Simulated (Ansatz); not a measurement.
The starting structures come from a database of crystals and need not be the phases stable at ambient conditions.

The decay constant κ of evanescent states in the gap governs leakage through a thin film.

Consider the following.

```
CELL_PARAMETERS angstrom
      5.64724     0.00000     0.00000
      2.82362    11.94028     0.00000
      2.82362     0.00000     6.78041
ATOMIC_POSITIONS crystal
  K  0.68003 0.63994 0.00000
  K  0.31997 0.36006 0.00000
  K  0.56997 0.86006 0.50000
  K  0.93003 0.13994 0.50000
  V  0.50000 0.00000 0.00000
  V  0.75000 0.50000 0.50000
  Cu 0.00000 0.00000 0.00000
  Cu 0.25000 0.50000 0.50000
  Se 0.02673 0.61250 0.30062
  Se 0.36077 0.61250 0.69938
  Se 0.93985 0.38750 0.69938
  Se 0.67265 0.38750 0.30062
  Se 0.22327 0.88750 0.19938
  Se 0.88923 0.88750 0.80062
  Se 0.31015 0.11250 0.80062
  Se 0.57735 0.11250 0.19938
```

Space group of this cell: Fddd. The cell is taken as given; by r2SCAN its mean pressure is -1.3 GPa.

Transport runs along the normal of the first two printed cell vectors.

The gap is the functional's own, uncorrected, and κ follows it; spin-orbit coupling is left out. Mid-gap values are interpolated between the computed energies.

Problem. Estimate the band gap and the smallest decay constant κ at mid-gap that r2SCAN (Ansatz, a program for electronic structure) returns for this system.

Solution. Gap 1.17 eV on a 6×6×6 mesh; κ = 0.345 1/Å, at (0.000, 0.500) of the in-plane reciprocal vectors. At the zone centre, at the nearest computed energy, the slowest state has κ = 0.36 1/Å.
